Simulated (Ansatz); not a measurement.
End structure of a constructed model of the (111) surface of fcc Rh, a pseudomorphic layer of Cu in the other hollow (bottom of the slab: a bare face, its two planes held):

```xyz
7
Lattice="2.7082 0.0000 0.0000 -1.3541 2.3454 0.0000 0.0000 0.0000 29.5000" Properties=species:S:1:pos:R:3 pbc="T T T"
Rh     0.0000     1.5636     8.0245
Rh     1.3541     0.7818    10.2358
Rh     0.0000     0.0000    12.4248
Rh     0.0000     1.5636    14.6480
Rh     1.3541     0.7818    16.8624
Rh     0.0000     0.0000    19.0471
Cu     1.3541     0.7818    21.1613
```

Model: 7-atom slab, 13.5 Å thick at the start with caps and adatoms (thin: gaps and levels are the slab's own), 16x16x1 mesh, Fermi-Dirac 0.1 eV, dipole correction, 2 atoms held, the rest relaxed; symmetry of the start imposed; no spin, no spin-orbit, no U. In PBE it lies 0.03 eV a 1x1 cell over the lowest computed structure of the same composition (a pseudomorphic layer of Cu in the host's stacking).

**Question.** What work function of the top face does PBE (Ansatz, an electronic-structure program) give?

**Answer.** 4.68 eV
